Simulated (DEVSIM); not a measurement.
System: Cr/AlN/p-Si capacitor, at 250 K.

```tsv
layer (left to right)	material	thickness (nm)	Na (cm⁻³)
1	AlN	2.70	-
2	Si	730	6.2e17
```

Metal gate on the left, work function 4.5 eV. Fixed charge at the semiconductor interface 0 cm⁻² (in units of +e); no interface traps.

Constants are typed, rounded textbook-type inputs, not results; the design itself was drawn at random and stands for no fabricated device. Values at 300 K; Nc and Nv go as T^1.5, mobilities as T to minus their exponent, the gap by Varshni's rule with the affinity fixed.

```tsv
parameter	AlN	Si
gap (eV)	6.1	1.124
affinity (eV)	1.9	4.05
permittivity	8.5	11.7
Nc (cm⁻³)	-	2.86e19
Nv (cm⁻³)	-	3.1e19
Varshni α (eV/K)	-	0.000473
Varshni β (K)	-	636
```

DEVSIM, 1D Poisson equation in equilibrium, Boltzmann statistics, complete ionisation; no quantum confinement or tunnelling. Metal contacts follow the ideal Schottky-Mott rule: no Fermi-level pinning, no interface dipoles.

The temperature was swept, all else fixed.

```csv
temperature (K),flat-band voltage (V),threshold voltage (band bending 2φF) (V),minimum of the low-frequency capacitance (μF/cm²)
250,-0.61,0.54,0.228
300,-0.57,0.51,0.237
350,-0.54,0.48,0.253
400,-0.50,0.45,0.264
450,-0.46,0.42,0.283
500,-0.41,0.38,0.304
```

From the first row to the last the flat-band voltage goes from -0.61 to -0.41. From the first row to the last the threshold voltage (band bending 2φF) goes from 0.54 to 0.38.
